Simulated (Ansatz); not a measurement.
BP under load (space group F-43m), r2SCAN with spin-orbit coupling, rigid bands (Ansatz, a first-principles code). Condition of this run: hydrostatic pressure of 16 GPa (compression positive) (the target of the relaxation). Band gap 1.26 eV, N_c = 4.75e19 cm⁻³ and N_v = 2.44e19 cm⁻³ at 300 K, conductivity masses of 0.333 mₑ (electrons) and 0.408 mₑ (holes). Take k_BT = 0.02585 eV.

**Question.** What thermal injection velocity √(2k_BT/πm) limits a ballistic channel?

**Answer.** 9.32e6 cm/s for electrons and 8.42e6 cm/s for holes, a ratio of √(m_h/m_e) = 1.11, for dilute carriers.

**Question.** Find the intrinsic carrier density and the intrinsic Fermi level.

**Answer.** n_i = √(N_c N_v) exp(−E_g/2k_BT) = 3.40e19 × exp(−24.37) = 8.9e8 cm⁻³. The level lies (k_BT/2) ln(N_v/N_c) = -9 meV from mid-gap (positive towards the conduction band). Each 0.1 eV added to the gap lowers n_i by a factor of 6.9.

**Question.** What built-in voltage has an abrupt junction with N_A = 1e16 and N_D = 1e17 cm⁻³, all dopants ionised?

**Answer.** V_bi = E_g/e − (k_BT/e) ln(N_c N_v/(N_A N_D)) = 1.26 − 0.02585 × 13.96 = 0.90 V, for the computed gap.

Rigid bands with the computed gap; masses take one relaxation time for all states. Geometry: cell and atoms relaxed with PBEsol.
